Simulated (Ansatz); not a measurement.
Consider the following.

```
GaAs
1.0
    0.00000     2.83335     2.83335
    2.83335     0.00000     2.83335
    2.83335     2.83335     0.00000
As Ga
1 1
Cartesian
  4.25003   4.25003   4.25003
  0.00000   0.00000   0.00000
```

No spin polarisation.

Method: Ansatz (an electronic-structure program) r2SCAN, spin-orbit coupling left out. Settings: 10×10×10 k-points, 0.05 eV Fermi–Dirac smearing.

Task: Predict the space group.

Result: F-43m (No. 216).

Task: Estimate the gap character.

Result: Direct at Γ.

No phonon test of stability was made. The cell was made from BAs by this change: B → Ga.
